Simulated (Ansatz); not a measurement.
**Effect of tensor shear ε_yz = −0.30 % on MgO**

Take MgO in the rock salt structure (space group Fm-3m, No. 225; a = 4.2149 Å) as the base. Axes: x, y, z lie along the cube axes.

Modification: a pure shear with ε_yz = ε_zy = -0.0030, atoms relaxed at fixed cell.

Computed with PBEsol, PAW, 420 eV (Ansatz, an electronic-structure program; no spin-orbit coupling), earlier PAW set. Settings: 13×13×13 k-points, 0.05 eV Fermi–Dirac smearing.

The shortest interatomic distance is still 2.107 Å and the energy hardly moves. The band gap decreases by 0.02 eV (4.62 eV → 4.60 eV) and the gap character is still direct at Γ. The electron mass stays 0.34 mₑ (at Γ) and the valence-band top at Γ (three highest levels, from the VBM) goes from 0.00, 0.00, 0.00 eV to 0.00, -0.02, -0.04 eV. The stress (xx, yy, zz, yz, xz, xy; compression positive) is (0.00, 0.01, 0.01, 0.87, 0.00, 0.00) GPa.

Cost of the whole job for the changed cell (relaxation, final SCF and bands): roughly 13 core-seconds.

The cells carry an imposed strain or load. Masses are band curvatures over ±0.01 Å⁻¹ around the edge. Stability against distortions was not tested. k-point labels follow each cell's own Brillouin zone.
